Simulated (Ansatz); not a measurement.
Smallest direct gap on the k points sampled of CdTe (model structure, within 0.1 Å of P6₂22, No. 180, 6 atoms in the cell) at several levels of theory

No measured value is used here.

```
level (code)           value (eV)  cell (Å³/atom)
---------------------  ----------  --------------
LDA (Ansatz)                 0.15           29.24
PBEsol (Ansatz)        (withheld)           30.31
r²SCAN+SOC (Ansatz)    (withheld)           30.31
r²SCAN+rVV10 (Ansatz)        0.79           30.82
HSE06+SOC (Ansatz)           0.88           30.31
PBE0 (Ansatz)                1.64           30.31
r²SCAN0 (Ansatz)             1.98           30.31
```

Q: Complete the blanks.

A: 
- PBEsol (Ansatz, a first-principles code), value (eV): 0.17
- r²SCAN+SOC (Ansatz), value (eV): 0.64

At these levels the smallest gap is indirect and lower: LDA 0.07, PBEsol 0.10, r²SCAN+rVV10 0.64, PBE0 1.57, r²SCAN0 1.91 eV. Computed values are for a static lattice. Spin–orbit coupling is included only where a level's name says +SOC; with heavier elements it mostly lowers gaps and can invert bands.  Values are at the PBEsol cell; LDA at the level's own equilibrium cell; PBEsol at the level's own relaxed cell; r²SCAN+rVV10 at the level's own equilibrium cell. Cutoffs and k meshes differ between the levels. Ansatz's density-functional and Hartree–Fock values are scalar-relativistic unless marked +SOC, with PAW data made under PBE.

A model structure was made by putting elements into a prototype or built by hand; it is no filed structure, need not be a known phase, and can be a saddle point held by its symmetry.
